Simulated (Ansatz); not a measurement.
Stishovite (SiO2), treated with PBE in Ansatz (plane waves, PAW).

Numerical settings: plane-wave cutoff 520 eV, 8×8×12 k mesh (along the axes of the cell as run), Fermi–Dirac smearing 0.01 eV, scalar-relativistic PAW data made under PBE.

Cell (measured lattice):

O2Si has the tetragonal space group P4₂/mnm (No. 136), the rutile structure, Pearson symbol tP6. Conventional cell: a = b = 4.179 Å, c = 2.665 Å, α = β = γ = 90.00°. Si on 2a is surrounded by 6 O at 1.759–1.806 Å (octahedral). O on 4f has 3 Si at 1.759–1.806 Å (trigonal planar). (Neighbours: up to the widest gap in distance over summed covalent radii, below 1.35, at either atom.)

**Question.** What does this level give for the band gap?

**Answer.** 
- band gap = 5.62 eV (direct)

Note: cell and atoms aren't relaxed at this level (pressure 10.9 GPa).

Static lattice: no zero-point or thermal effects.

Ansatz is a program for electronic structure.
